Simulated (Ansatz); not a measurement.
# Point defect H interstitial started on Sb in zinc-blende GaSb

Computed with PBE, PAW (plane waves to 420 eV; Ansatz, a quantum-chemistry and plane-wave program). Set-up: 64-site cell; 2×2×2 shifted k-points; start: bound to Sb, open side; no spin–orbit coupling; the functional closes the host's gap; finite-size errors of tenths of an eV; relaxed from one start, so a lower configuration may exist.

Neighbours after relaxation, in Å: of the H atom: Sb 1.80, Sb 2.92, Sb 2.92, Sb 2.92, Ga 2.96, Ga 2.96, Ga 2.96.

The name describes the start; the neighbours show where the atoms ended.

| charge | moment (μB) | largest move off a lattice site (Å) |
|---|---|---|
| 0† | fractional | 0.39 |

† Not settled in this cell, so no level is given: charge 0: fractional moment, a level filled in part.

Starting moments that weren't kept: charge 0 began with 1 μB and ended with 0.5.
